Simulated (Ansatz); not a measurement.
The starting structures come from a database of crystals and need not be the phases stable at ambient conditions.

 Where the default PAW files enter, the runs use the earlier of Ansatz's two default sets.

Tunnelling through a barrier is set by its complex band structure: the current falls as exp(−2κd) with the smallest κ.

Consider the following.

```
CELL_PARAMETERS angstrom
      3.53531     0.00000     0.00000
      1.76765     4.88366     0.00000
      0.00000     1.95853     6.77819
ATOMIC_POSITIONS crystal
  Mg 0.00000 0.00000 0.50000
  V  0.77866 0.44268 0.82339
  V  0.22134 0.55732 0.17661
  O  0.28694 0.42612 0.91739
  O  0.71306 0.57388 0.08261
  O  0.07618 0.84764 0.25956
  O  0.92382 0.15236 0.74044
  O  0.63313 0.73374 0.62314
  O  0.36687 0.26626 0.37686
```

Space group of this cell: C2/m. The cell is taken as given; by r2SCAN its mean pressure is -9.2 GPa.

Transport runs along the normal of the first two printed cell vectors.

The gap is the functional's own, uncorrected, and κ follows it; spin-orbit coupling is left out. Mid-gap values are interpolated between the computed energies.

### Question
Predict the band gap and the smallest decay constant κ at mid-gap from r2SCAN (Ansatz, a first-principles code).

### Answer
Gap 2.85 eV on a 10×10×6 mesh; κ = 0.541 1/Å, at (-0.400, 0.167) of the in-plane reciprocal vectors. At the zone centre, at the nearest computed energy, the slowest state has κ = 0.74 1/Å.
